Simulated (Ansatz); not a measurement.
Base system: SrSnSe₃ in the cubic perovskite structure (space group Pm-3m, No. 221; a = 5.323 Å; a hypothetical phase, not in the database extracts checked). Axes: x, y, z lie along the cube axes.

Computed with PBE (Ansatz, a program for electronic structure, PAW, no spin-orbit coupling).

For the base:

```
Item                               Result
-----------------------------  ----------
Pressure                          0.0 GPa
Shortest interatomic distance  5.029 bohr
Band gap                             zero
```

Perturbation: the symmetric strain tensor [0.0132 -0.0077 0.0059; -0.0077 0.0081 0.0149; 0.0059 0.0149 0.0045], atoms relaxed at fixed cell.

How does this affect the energy relative to the base, pressure, shortest interatomic distance and band gap?

The energy rises by 3.9 meV/atom; the pressure (mean of the normal stresses, compression positive) goes from zero to -1.0 GPa; the shortest interatomic distance goes up by 0.0233 bohr to 5.053 bohr; the band gap stays zero.

Without a gap, meshes like the base's 9×9×9 leave anisotropic stresses uncertain by several tenths of a GPa, and small strain energies with them. No phonon test of stability was made. The final runs are not spin-polarised. Many cubic perovskites are stable only at high temperature; tilts and polar distortions were not tested.
